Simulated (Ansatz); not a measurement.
**L1₀ (CuAu-type) FePt**

Level of theory: BLYP (Ansatz, a first-principles code, PAW).

Settings: plane-wave cutoff 520 eV, 20×20×16 k mesh (along the axes of the cell as run), Fermi–Dirac smearing 0.05 eV, spin-polarised with parallel moments, scalar-relativistic PAW data made under PBE.

Cell: measured lattice: a = 2.727 Å, b = 2.727 Å, c = 3.726 Å, α = 90.00°, β = 90.00°, γ = 90.00°.

```
Property                                                 Value
-----------------------------------------------  -------------
band gap                                         zero (no gap)
magnetic moment (largest site, within a sphere)        2.90 μB
```

Note: cell and atoms aren't relaxed at this level (pressure 13.2 GPa).

Moments are spin moments.

Spin–orbit coupling is not included.
